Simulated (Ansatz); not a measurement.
Short convergence ladders for a (110) slab of ZnCo (cut from a parent of space group no. 187; 14 atoms in the cell)

```xyz
14
Lattice="4.1925 0.0000 0.0000 0.0000 4.5384 0.0000 0.0000 0.0000 21.8608" Properties=species:S:1:pos:R:3 pbc="T T T"
Zn     0.0000     1.8910     7.0000
Co     2.0963     3.4038     7.0000
Zn     0.0000     4.1602     8.3102
Co     2.0963     1.1346     8.3102
Zn     0.0000     1.8910     9.6203
Co     2.0963     3.4038     9.6203
Zn     0.0000     4.1602    10.9304
Co     2.0963     1.1346    10.9304
Zn     0.0000     1.8910    12.2405
Co     2.0963     3.4038    12.2405
Zn     0.0000     4.1602    13.5507
Co     2.0963     1.1346    13.5507
Zn     0.0000     1.8910    14.8608
Co     2.0963     3.4038    14.8608
```
Moments meant for the start (each program seeds them in its own way; μB, in the order of the atoms Zn Co Zn Co Zn Co Zn Co Zn Co Zn Co Zn Co): 0.0 3.0 0.0 3.0 0.0 3.0 0.0 3.0 0.0 3.0 0.0 3.0 0.0 3.0.

Base method: PBEsol, default PAW files made with PBE (plane waves; Ansatz, an electronic-structure program).

Base settings: basis.ecutwfc = 30.9 Ry; kpoints.mp_grid.grid = 4 4 1; hamiltonian.xc = pbesol; hamiltonian.pseudopotentials = {kind: paw} (the program's default PAW files); magnetization.spin_polarized = true; scf.occupations.method = gaussian; scf.occupations.width = 0.0073 Ry.

The count of work is k-points × plane waves × bands × iterations; it is no time. Core times come from one kind of shared machine, to one figure; runs under 30 s give none.

**The vacuum**

The mesh stays at the base's, so the ladder's end is converged at best in this setting alone.

Only quantities that move along the ladder and can be compared are tabulated.

These are the values that this program gave, and no reference: magnetic slabs can end in a higher state.

| vacuum between outermost atoms (Å) | free energy less the last step's (meV/atom) | largest difference of a force vector from the last step's (eV/Å) | net moment (μB/atom) | count of work / last | core time / last (rough) |
|---|---|---|---|---|---|
| 3.0 | -76.21 | 1.294 | 0.802 | 0.44 | 0.4 |
| 5.0 | -3.08 | 0.068 | 0.711 | 0.61 | 0.5 |
| 7.0 | -0.13 | 0.004 | 0.701 | 0.43 | 0.4 |
| 14.0 | 0.01 | 0.000 | 0.702 | 0.67 | 0.7 |
| 25.0 | 0.00 | 0.000 | 0.702 | 1.0 | 1 |

Smallest vacuum between outermost atoms (Å) that holds the free energy within 5 meV/atom of the last step, with all finer ones: 5.0; the step before is off by 76 meV/atom.

Smallest vacuum between outermost atoms (Å) that holds the net moment within 0.01 μB/atom of the last step, with all finer ones: 5.0; the step before is off by 0.100 μB/atom.

Smallest vacuum between outermost atoms (Å) that holds the forces within 0.01 eV/Å of the last step, with all finer ones: 7.0, at 0.43 of the last step's count of work and about 0.4 of the last step's time; the step before is off by 0.068 eV/Å.

**The k-point mesh**

Only quantities that move along the ladder and can be compared are tabulated.

These are the values that this program gave, and no reference: magnetic slabs can end in a higher state.

```tsv
kpoints.mp_grid.grid	free energy less the last step's (meV/atom)	largest difference of a force vector from the last step's (eV/Å)	net moment (μB/atom)	count of work / last	core time / last (rough)
2 2 1	-9.19	0.264	0.762	0.31	0.2
3 3 1	1.11	0.124	0.751	0.30	0.3
4 4 1	-2.04	0.079	0.702	0.75	0.6
6 5 1	0.00	0.000	0.704	1.0	1
```

Coarsest kpoints.mp_grid.grid that holds the free energy within 5 meV/atom of the last step, with all finer ones: 3 3 1, at 0.30 of the last step's count of work and about 0.3 of the last step's time; the step before is off by 9.2 meV/atom.

Coarsest kpoints.mp_grid.grid that holds the forces within 0.02 eV/Å: not settled: the last two steps still differ by 0.079 eV/Å, over half the tolerance, so the ladder does not show it.

Coarsest kpoints.mp_grid.grid that holds the net moment within 0.02 μB/atom of the last step, with all finer ones: 4 4 1; the step before is off by 0.048 μB/atom.

**The plane-wave cutoff**

The mesh stays at the base's, so the ladder's end is converged at best in this setting alone.

Only quantities that move along the ladder and can be compared are tabulated.

These are the values that this program gave, and no reference: magnetic slabs can end in a higher state.

```tsv
basis.ecutwfc	free energy less the last step's (meV/atom)	largest difference of a force vector from the last step's (eV/Å)	net moment (μB/atom)	count of work / last	core time / last (rough)
15.4 Ry	10499.66	0.755	0.667	0.25	0.3
21.7 Ry	421.12	0.154	0.691	0.42	0.4
30.9 Ry	1.81	0.001	0.702	0.85	0.8
37.1 Ry	0.00	0.000	0.702	1.0	1
```

Coarsest basis.ecutwfc that holds the net moment within 0.02 μB/atom of the last step, with all finer ones: 21.7 Ry, at 0.42 of the last step's count of work and about 0.4 of the last step's time; the step before is off by 0.035 μB/atom.

Coarsest basis.ecutwfc that holds the forces within 0.01 eV/Å of the last step, with all finer ones: 30.9 Ry; the step before is off by 0.15 eV/Å.

Coarsest basis.ecutwfc that holds the free energy within 5 meV/atom of the last step, with all finer ones: 30.9 Ry; the step before is off by 420 meV/atom.

On the base run: the starting cell comes from a database of computed structures (which also holds hypothetical and non-ambient phases and stackings), without a prior relaxation at this level. The slab is cut from that crystal, and its faces are unrelaxed. Its lattice was rescaled by up to half a per cent. The magnetic order is the one reached from the typed start; others were not searched systematically. In the base run, forces exceed 1 eV/Å. Without a gap this mesh is coarse (it stands for a supercell whose shortest in-plane vector is 17 Å).

Keys are those of Ansatz 0.2.
